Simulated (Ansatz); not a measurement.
An Ansatz (a quantum-chemistry and plane-wave program) run: PtSb2 with a change (pressure 10 GPa); PBEsol (Ansatz, PAW, without spin-orbit coupling).

Input:

Ansatz 0.2 input:
```yaml
crystal:
  lattice:
    - [6.3468777876, 0, 0]
    - [0, 6.3468777876, 0]
    - [0, 0, 6.3468777876]
  atoms:
    - { symbol: Sb, position: [0.3742817038, 0.1257182962, 0.8742817038] }
    - { symbol: Sb, position: [0.6257182962, 0.8742817038, 0.1257182962] }
    - { symbol: Sb, position: [0.1257182962, 0.8742817038, 0.3742817038] }
    - { symbol: Sb, position: [0.8742817038, 0.1257182962, 0.6257182962] }
    - { symbol: Sb, position: [0.8742817038, 0.3742817038, 0.1257182962] }
    - { symbol: Sb, position: [0.1257182962, 0.6257182962, 0.8742817038] }
    - { symbol: Sb, position: [0.6257182962, 0.6257182962, 0.6257182962] }
    - { symbol: Sb, position: [0.3742817038, 0.3742817038, 0.3742817038] }
    - { symbol: Pt, position: [0, 0.5, 0.5] }
    - { symbol: Pt, position: [0.5, 0.5, 0] }
    - { symbol: Pt, position: [0.5, 0, 0.5] }
    - { symbol: Pt, position: [0, 0, 0] }
basis: { ecutwfc: 420, ecutrho_ratio: 4, xc_grid: 2, fft_grid_basis: typed }
kpoints: { mp_grid: { grid: [6, 6, 6] } }
hamiltonian:
  xc: pbesol
  dispersion: none
  pseudopotentials: { kind: paw }
scf: { occupations: { method: fermi_dirac, width: 0.05 } }
relax: { f_tol: 0.01, max_steps: 60, cell: { stress_tol: 0.02, p_target: 10 } }
output: { forces: true, stress: true }
checkpoint: { write: state.ck, write_every: 1000 }
```

Output (explanatory and most iteration lines left out):

```
Relaxation: its limit of steps is 60 (relax.max_steps)
Pseudopotential: Sb, paw, valence charge 15
Pseudopotential: Pt, paw, valence charge 18
Crystal: 12 atoms, lattice volume = 255.670 Å³
Basis set: ecut = 420 eV, 4945 PW (Γ), exchange–correlation on 90×90×90 points (8 copies of the dense FFT grid, shifted against one another)
Bands: 116, of which v1, the nominal top of the filled ones, is band 96 counted from 1 (95 counted from 0)
Symmetry: 24 space group operations
Space group: Pa-3 (ITA 205), of the structure as read, at distance tolerance 6.3e-5 Å
k-points: 24 of 216
Functional: x = pbesol(κ = 0.804, μ = 0.12345679012345678), c = pbesol(β = 0.046)
SCF iter   1: F=—  HF=-100805.622971 eV  |F-HF|=—  |Δ(HF+E_count)|=         —  Δρ=6.41e-3  dr2=1.31e-1  ethr=1.77e-3  ⟨swp⟩=6.0  Hψ=10371  notcnv=0  defer=64
SCF iter   2: F=—  HF=-100805.596092 eV  |F-HF|=—  |Δ(HF+E_count)|=   2.69e-2  Δρ=2.00e-3  dr2=4.47e-3  ethr=6.82e-5  ⟨swp⟩=2.0  Hψ=4113  notcnv=0  defer=228
SCF 1 converged in 7 iterations: F = -100805.595536 eV  dr2 = 2.11e-8
relax step   1: F+E_penalty+E_count = -100805.59553582 eV  Δ(F+E_penalty+E_count) = +0.000e0 eV  max|allowed force component| = 1.231e-3 eV/Å  Δτ_max = 0.0000 Å  P = +7.512 GPa  Ω = 255.670 Å³  (7 SCF iters, dr2 threshold 1.00e-7 eV, accepted)
[... steps on the carried basis left out ...]
relax step   5: F+E_penalty+E_count = -100805.38401529 eV  Δ(F+E_penalty+E_count) = +1.700e-3 eV  max|allowed force component| = 9.880e-4 eV/Å  Δτ_max = 0.0000 Å  P = +10.010 GPa  Ω = 251.795 Å³  stress off target by 1.04e-2 GPa  SCF on the basis re-selected at this cell (its energy is not comparable with the rows above)  (6 SCF iters)
SCF converged after 6 iterations
Free energy (F): -100805.384015 eV
Internal energy: -100805.374384 eV  (E = F + TS)
E sigma→0 (E₀):  -100805.379200 eV
Entropy (-TS):   -0.009631 eV (-0.803 meV/atom)
Fermi energy:    15.736261 eV
--- Forces (eV/Å), atoms counted from 1 ---
  atom   1  Sb    -0.00098803     0.00098803    -0.00098803
  atom   2  Sb     0.00098803    -0.00098803     0.00098803
  atom   3  Sb     0.00098803    -0.00098803    -0.00098803
  atom   4  Sb    -0.00098803     0.00098803     0.00098803
  atom   5  Sb    -0.00098803    -0.00098803     0.00098803
  atom   6  Sb     0.00098803     0.00098803    -0.00098803
  atom   7  Sb     0.00098803     0.00098803     0.00098803
  atom   8  Sb    -0.00098803    -0.00098803    -0.00098803
  atom   9  Pt    -0.00000000     0.00000000     0.00000000
  atom  10  Pt    -0.00000000    -0.00000000    -0.00000000
  atom  11  Pt     0.00000000     0.00000000     0.00000000
  atom  12  Pt    -0.00000000    -0.00000000     0.00000000
--- Stress (GPa, compression-positive) ---
       10.010406      -0.000000       0.000000
       -0.000000      10.010406      -0.000000
        0.000000      -0.000000      10.010406
  P = ⅓ Tr σ = 10.0104 GPa (100.104 kbar)
--- Relaxed structure (4 steps of the walk, 3 accepted, 1 SCFs on fresh bases) ---
  cell:  # Å, volume = 251.7945 Å³
    - [6.314642386002042, -6.933347799794049e-33, -6.419766481290786e-35]
    - [-7.19013845904568e-33, 6.314642386002042, 0.0]
    - [-6.419766481290786e-35, 0.0, 6.314642386002042]
  atoms:
    - { symbol: Sb, position: [0.3742004906008809, 0.12579950939911902, 0.874200490600881] }
    - { symbol: Sb, position: [0.625799509399119, 0.874200490600881, 0.12579950939911902] }
    - { symbol: Sb, position: [0.12579950939911902, 0.874200490600881, 0.3742004906008809] }
    - { symbol: Sb, position: [0.874200490600881, 0.12579950939911902, 0.625799509399119] }
    - { symbol: Sb, position: [0.874200490600881, 0.3742004906008809, 0.12579950939911902] }
    - { symbol: Sb, position: [0.12579950939911902, 0.625799509399119, 0.874200490600881] }
    - { symbol: Sb, position: [0.625799509399119, 0.625799509399119, 0.625799509399119] }
    - { symbol: Sb, position: [0.3742004906008809, 0.3742004906008809, 0.3742004906008809] }
    - { symbol: Pt, position: [2.1353061473070516e-21, 0.5, 0.5] }
    - { symbol: Pt, position: [0.5, 0.5, 1.4235374315380313e-21] }
    - { symbol: Pt, position: [0.5, 2.0285408399416915e-20, 0.5] }
    - { symbol: Pt, position: [2.1353061473070535e-21, 2.028540839941692e-20, 1.4235374315380287e-21] }
```

With Pt and Sb present, leaving out spin-orbit coupling can change the band edges. Load acts through the strain it causes; cell and atoms are relaxed under it. Stability against distortions was not tested. Competing high-pressure phases were not computed. The cell was made from PtSb₂ (space group Pa-3, No. 205) by this change: pressure 10 GPa.
